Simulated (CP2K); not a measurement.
Band structure of LaGe₃Ir (I4mm, 5 atoms in the cell).

```xyz
5
Lattice="5.9529 0.0000 0.0000 2.6279 5.3415 0.0000 -4.2904 -2.6707 3.1459" Properties=species:S:1:pos:R:3 pbc="T T T"
La     4.9643     3.0902     0.0000
Ge     2.1088     3.1655     1.5730
Ge     3.7713     0.4948     1.5730
Ge     0.0042     0.0026     0.0000
Ir     2.0489     1.2754     0.0000
```

Method: PBEsol, GPW, DZVP-MOLOPT-SR-GTH basis, GTH-PBE potentials (GTH_POTENTIALS) run with CP2K 2026.2.

Settings: CUTOFF = 500 Ry; REL_CUTOFF = 60 Ry; SMEAR/METHOD = FERMI_DIRAC; ELECTRONIC_TEMPERATURE = 1160.45 K; KPOINTS/SCHEME = MONKHORST-PACK 6 6 6; GAMMA_CENTERED = T; XC_FUNCTIONAL = PBE:PBESOL; La/BASIS_SET = DZVP-MOLOPT-SR-GTH-q11; La/POTENTIAL = GTH-PBE-q11; Ge/BASIS_SET = DZVP-MOLOPT-SR-GTH-q4; Ge/POTENTIAL = GTH-PBE-q4; Ir/BASIS_SET = DZVP-MOLOPT-SR-GTH-q17; Ir/POTENTIAL = GTH-PBE-q17; METHOD = GPW.

The starting cell comes from a database of computed structures (which also holds hypothetical and non-ambient phases and stackings), without a prior relaxation at this level. Its lattice was rescaled by a random factor within 2.5 % of one. Spin-orbit coupling is off. Spin polarisation is off. Values carry the incompleteness of an atom-centred basis. The potentials were made for another functional than the one used.

Levels in eV from the Fermi level, bands 17 to 22:
| point | 17 | 18 | 19 | 20 | 21 | 22 |
|---|---|---|---|---|---|---|
| Γ | -2.70 | -1.51 | -1.51 | 0.03 | 0.03 | 1.14 |
| X | -2.91 | -2.85 | -1.86 | -1.71 | 2.07 | 3.09 |
| Y | -2.71 | -2.36 | -1.88 | -1.41 | 1.74 | 2.67 |
| S | -2.48 | -2.26 | -1.55 | -0.27 | 0.84 | 1.62 |
| Z | -2.46 | -2.20 | -0.39 | 0.73 | 0.73 | 0.85 |
| S1 | -2.48 | -2.26 | -1.55 | -0.27 | 0.84 | 1.62 |
| N | -2.65 | -2.09 | -1.37 | -0.56 | 0.26 | 1.41 |
| P | -2.73 | -2.29 | -2.29 | -1.79 | 1.40 | 2.87 |
| Y1 | -2.71 | -2.36 | -1.88 | -1.41 | 1.74 | 2.67 |

Bands cross the Fermi level along this path, so the cell is metallic at this level.

Higher empty bands are left out: an atom-centred basis made for the valence describes them poorly.
